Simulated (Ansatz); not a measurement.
An ideal cubic perovskite cell is held by its symmetry; such compounds can tilt or shift off centre at room temperature. The starting structures come from a database of crystals and need not be the phases stable at ambient conditions.

 Where the default PAW files enter, the runs use the earlier of Ansatz's two default sets.

Consider the following.

```
CaCsBr3
1.0
    8.07328     0.00000     0.00000
   -4.03664     6.99166     0.00000
    4.03664     2.33055     3.29590
Cs Ca Br
1 1 3
Direct
  0.00000   0.00000   0.00000
  0.00000   0.50000   0.50000
  0.50000   0.00000   0.00000
  0.50000   0.50000   0.00000
  0.00000   0.50000   0.00000
```

Space group of this cell: Pm-3m, cubic perovskite. The cell is taken as given.

Transport runs along the normal of the first two printed cell vectors, the (111) plane of the conventional cell.

The gap is the functional's own. No spin-orbit coupling. Mid-gap values are interpolated on the energy grid.

### Question
Predict the band gap and the smallest decay constant κ at mid-gap from r2SCAN (Ansatz, a first-principles code).

### Answer
Gap 5.20 eV on a 10×10×10 mesh; κ = 0.347 1/Å, at the zone centre.
